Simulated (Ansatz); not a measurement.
The parent structure is TeO2 in the fluorite structure (space group Fm-3m, No. 225; a = 5.323 Å; a hypothetical phase, not in the database extracts checked).

The change: cell and atoms relaxed at a pressure of 18 GPa.

Levels (all Ansatz, a program for electronic structure, PAW, earlier PAW set): PBEsol (420 eV, spin-orbit coupling left out); r2SCAN (500 eV, no spin-orbit coupling); HSE06 (420 eV, spin-orbit coupling left out); PBEsol+SOC (420 eV, noncollinear with spin-orbit coupling); HSE06+SOC (420 eV, noncollinear with spin-orbit coupling).

One geometry, relaxed with PBEsol, under each level:

| level | band gap | lowest conduction level above the VBM at special points | electron mass | hole mass | pressure |
|---|---|---|---|---|---|
| PBEsol | 0.64 eV | X 1.43 eV; Γ 1.57 eV; U 3.31 eV; K 3.31 eV | 0.64 mₑ along k, 0.26 mₑ across (off the special points) | 1.00 mₑ along k, 2.7 mₑ across (at L) | 18.00 GPa |
| r2SCAN | 0.93 eV | X 1.74 eV; Γ 1.85 eV; U 3.62 eV; K 3.62 eV | 0.65 mₑ along k, 0.26 mₑ across (off the special points) | 0.75 mₑ along k, 1.2 mₑ across (at L) | 19.86 GPa |
| HSE06 | 1.55 eV | X 2.37 eV; Γ 2.50 eV; U 4.34 eV | – | – | – |
| PBEsol+SOC | 0.58 eV | X 1.37 eV; Γ 1.02 eV; U 3.20 eV; K 3.20 eV | 0.67 mₑ along k, 0.26 mₑ across (off the special points) | 0.99 mₑ along k, 2.7 mₑ across (at L) | 18.27 GPa |
| HSE06+SOC | 1.48 eV | X 2.31 eV; Γ 1.90 eV; U 4.22 eV | – | – | – |

Single points use the geometry relaxed with PBEsol. Their cutoffs differ, which shifts pressures a little. HSE06 was sampled on its mesh, a few special points and the semilocal edge points, so its gap is an upper bound. Differences between runs with and without spin-orbit coupling are approximate. With Te present, leaving out spin-orbit coupling can change the band edges. Load acts through the strain it causes; cell and atoms are relaxed under it. Effective masses come from finite differences of ±0.01 Å⁻¹. Along k means along the line from Γ to the band edge. No phonon test of stability was made. No other phases were tried under pressure.
